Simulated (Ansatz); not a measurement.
Hypothetical fluorite TeO2, pressure series

Start from TeO2 in the fluorite structure (space group Fm-3m, No. 225; a = 5.323 Å; a hypothetical phase, not in the database extracts checked).

Cell and atoms are relaxed at each pressure.

Level of theory: PBEsol (Ansatz, a first-principles code), no spin-orbit coupling, earlier PAW set.

For the base:

| Quantity | Result |
|---|---|
| Band gap | 0.73 eV |

Task: The aim is a band gap between 0.51 eV and 0.57 eV. Which of these changes reaches it?
A) pressure 30 GPa
B) pressure 45 GPa
C) pressure 9 GPa
D) pressure 1.8 GPa

Result: A, pressure 30 GPa. It gives 0.55 eV; pressure 9 GPa gives 0.69 eV; pressure 45 GPa gives 0.45 eV; pressure 1.8 GPa gives 0.72 eV. Changes not listed may reach it too

With Te present, leaving out spin-orbit coupling can change the band edges. Load acts through the strain it causes; cell and atoms are relaxed under it. No phonon test of stability was made. No other phases were tried under pressure.
